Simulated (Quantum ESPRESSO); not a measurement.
A self-consistent single point of La₄Bi₂O₉ (P1, 15 atoms in the cell) with Quantum ESPRESSO.

Method: PBEsol, SSSP 1.1.2 efficiency (PBE) pseudopotentials (plane waves; Quantum ESPRESSO 7.5).

```
La4Bi2O9
1.0
    5.84896     0.00000     0.00000
   -0.13302     5.85315     0.00000
   -0.56743    -2.85736     8.76479
La Bi O
4 2 9
Direct
  0.47987   0.51013   0.00144
  0.01553   0.65240   0.29494
  0.50532   0.82601   0.63818
  0.45753   0.14911   0.28302
  0.92787   0.99649   0.01709
  0.07589   0.24320   0.60741
  0.74008   0.85226   0.16770
  0.23338   0.33813   0.14700
  0.80298   0.93264   0.51957
  0.72857   0.33446   0.15247
  0.27383   0.48285   0.49123
  0.21885   0.81583   0.11233
  0.26789   0.97878   0.45380
  0.68272   0.71090   0.83755
  0.31869   0.18416   0.78094
```

Reference input (self-consistent single point, DFT, PBEsol, plane waves, SSSP 1.1.2 efficiency (PBE) pseudopotentials): ecutwfc = 55 Ry; ecutrho = 440 Ry; occupations = smearing; smearing = gauss; degauss = 0.00147 Ry; input_dft = pbesol; potentials = {La: La.GGA-PBE-paw-v1.0.UPF, Bi: Bi_pbe_v1.uspp.F.UPF, O: O.pbe-n-kjpaw_psl.0.1.UPF}; K_POINTS = automatic 3 3 2 0 0 0; conv_thr = 1e-10 Ry. This run's input differs from it in these lines:

```diff
@@ -13,4 +13,4 @@
   ntyp = 3
-  ecutwfc = 55
-  ecutrho = 440
+  ecutwfc = 38
+  ecutrho = 304
   occupations = 'smearing'
```

Output, abridged:

```
     Self-consistent Calculation

     iteration #  1     ecut=    38.00 Ry     beta= 0.70

---- Real-time Memory Report at c_bands before calling an iterative solver
          1653 MiB given to the printing process from OS
           257 MiB allocation reported by mallinfo(arena+hblkhd)
------------------

     negative rho (up, down):  7.720E-02 0.000E+00

     total energy              =   -2546.41427682 Ry
     estimated scf accuracy    <       3.97281434 Ry

     iteration #  2     ecut=    38.00 Ry     beta= 0.70

---- Real-time Memory Report at c_bands before calling an iterative solver
   [... lines left out ...]
          1836 MiB given to the printing process from OS
           302 MiB allocation reported by mallinfo(arena+hblkhd)
------------------

     negative rho (up, down):  8.223E-02 0.000E+00

     total energy              =   -2548.66660193 Ry
     estimated scf accuracy    <          1.0E-10 Ry

     iteration # 25     ecut=    38.00 Ry     beta= 0.70

---- Real-time Memory Report at c_bands before calling an iterative solver
          1836 MiB given to the printing process from OS
           302 MiB allocation reported by mallinfo(arena+hblkhd)
------------------

     negative rho (up, down):  8.223E-02 0.000E+00
     End of self-consistent calculation

     the Fermi energy is     7.8975 ev

!    total energy              =   -2548.66660193 Ry
     estimated scf accuracy    <          1.0E-11 Ry
     smearing contrib. (-TS)   =      -0.00000000 Ry
     internal energy E=F+TS    =   -2548.66660193 Ry

      -> PAW hartree energy AE =     377.50705820 Ry
      -> PAW hartree energy PS =    -376.67291731 Ry
      -> PAW xc energy AE      =   -1741.73069886 Ry
      -> PAW xc energy PS      =      91.90167642 Ry
      -> total E_H with PAW    =     241.19315293 Ry
      -> total E_XC with PAW   =   -1879.03503910 Ry

     convergence has been achieved in  25 iterations

     negative rho (up, down):  8.223E-02 0.000E+00

     Forces acting on atoms (cartesian axes, Ry/au):

   [... lines left out ...]
     Total force =     0.040214     Total SCF correction =     0.000005
   [... lines left out ...]

     negative rho (up, down):  8.223E-02 0.000E+00
          total   stress  (Ry/bohr**3)                   (kbar)     P=      -73.69
  -0.00049798  -0.00001096  -0.00000569          -73.25       -1.61       -0.84
  -0.00001096  -0.00050763  -0.00000710           -1.61      -74.67       -1.05
  -0.00000569  -0.00000710  -0.00049720           -0.84       -1.05      -73.14

   JOB DONE.
```

The run converged in 25 iterations. Against the reference run the free energy goes up by 52.3 meV/atom, the pressure goes from -3.95 to -7.37 GPa, the largest force moves little (0.652 to 0.658 eV/Å) and the gap on the mesh moves little (2.627 to 2.628 eV).

The starting cell comes from a database of computed structures (which also holds hypothetical and non-ambient phases and stackings), without a prior relaxation at this level. Spin-orbit coupling is off. At the lowered cutoff the pressure carries the error of an incomplete plane-wave basis.

Cost on one core of a shared machine: roughly 20 min.
